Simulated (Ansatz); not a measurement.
**InP: response to strain**

Start from InP in the zinc blende structure (space group F-43m, No. 216; a = 5.827 Å).

Strains are applied to the cell and any free atomic positions relax.

The values are results of Ansatz (an electronic-structure program) LDA, without spin-orbit coupling, not measurements.

Notes on the quantities. energy relative to the base: free energy F.

```json
[
 {"isotropic strain (%)": "-3", "energy relative to the base (meV/atom)": "49.7"},
 {"isotropic strain (%)": "-2.5", "energy relative to the base (meV/atom)": "33.9"},
 {"isotropic strain (%)": "-2", "energy relative to the base (meV/atom)": "21.3"},
 {"isotropic strain (%)": "-1.5", "energy relative to the base (meV/atom)": "11.7"},
 {"isotropic strain (%)": "-1", "energy relative to the base (meV/atom)": "5.1"},
 {"isotropic strain (%)": "0", "energy relative to the base (meV/atom)": "0.0"},
 {"isotropic strain (%)": "0.5", "energy relative to the base (meV/atom)": "?"},
 {"isotropic strain (%)": "1", "energy relative to the base (meV/atom)": "4.8"},
 {"isotropic strain (%)": "2", "energy relative to the base (meV/atom)": "18.4"}
]
```

Q: Fit ΔE = Aε² + Bε³ (ε in %) to the rows shown and predict the withheld row.

A: Least squares on the printed values gives A = 4.96 and B = -0.18 meV/atom (largest residual 0.1 meV/atom); this predicts 1.2 meV/atom, and the run gives 1.2 meV/atom, in agreement.

No phonon test of stability was made.
